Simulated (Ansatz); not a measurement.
Take SnO$_{2}$ in the rutile structure (space group P4_2/mnm, No. 136; a = 4.7224 Å, c = 3.1903 Å) as the base. Axes: x, y, z lie along a, b, c of the conventional cell.

Level of theory: LDA/PAW in Ansatz (a program for electronic structure), spin-orbit coupling left out.

Before the change:

The valence-band top at Γ is 0.00, -0.80, -0.80 eV. The band gap comes out as 1.16 eV.

It is then changed as follows: biaxial strain +2.40 %, plane normal [001], relaxed out of plane (Cartesian); in-plane vectors clamped, the third vector and the atoms free.

Q: Predict the new ratio −ε⊥/ε∥.

A: The ratio −ε⊥/ε∥ comes out as 0.65.

Q: Estimate the effect on the valence-band top at Γ.

A: The valence-band top at Γ (three highest levels, from the VBM) becomes 0.00, -0.83, -0.83 eV (base: 0.00, -0.80, -0.80 eV).

Q: How does this affect the in-plane stress?

A: The mean in-plane stress (compression positive) is -7.0 GPa.

Q: What happens to the band gap?

A: The band gap drops by 0.22 eV (1.16 eV → 0.94 eV).

No phonon test of stability was made.
